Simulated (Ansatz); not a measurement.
V₂InC (P6₃/mmc, No. 194, 8 atoms in the cell; start mp-20983), treated with LDA (Ansatz, an electronic-structure program, plane waves, PAW).

Settings: plane-wave cutoff 520 eV, 24×24×4 k mesh (along the axes of the cell as run), Fermi–Dirac smearing 0.05 eV, no spin polarisation, scalar-relativistic PAW data made under PBE.

Cell (relaxed at this level):

```yaml
crystal:
  lattice:
    - [2.96210, 0.00000, 0.00000]
    - [-1.48105, 2.56526, 0.00000]
    - [0.00000, 0.00000, 13.29099]
  atoms:
    - { symbol: V, position: [0.33333, 0.66667, 0.07826] }
    - { symbol: V, position: [0.66667, 0.33333, 0.92174] }
    - { symbol: V, position: [0.66667, 0.33333, 0.57826] }
    - { symbol: V, position: [0.33333, 0.66667, 0.42174] }
    - { symbol: In, position: [0.33333, 0.66667, 0.75000] }
    - { symbol: In, position: [0.66667, 0.33333, 0.25000] }
    - { symbol: C, position: [0.00000, 0.00000, 0.00000] }
    - { symbol: C, position: [0.00000, 0.00000, 0.50000] }
```

### Question
Predict the bulk modulus B0.

### Answer

* **bulk modulus B0**: 183 GPa

Note: the run has no spin polarisation, so it can have missed a magnetic state; the bulk modulus is −V dP/dV from two relaxed cells at ±2 % in volume; the relaxation could not lower the start's symmetry, so the cell can be a saddle point above a distorted one.

Spin–orbit coupling is not included; it can open a gap where bands touch, and shift volumes and moduli.

It cost roughly 9 core-minutes of CPU time.

A start named mp-… is a Materials Project structure, which need not be a measured phase.
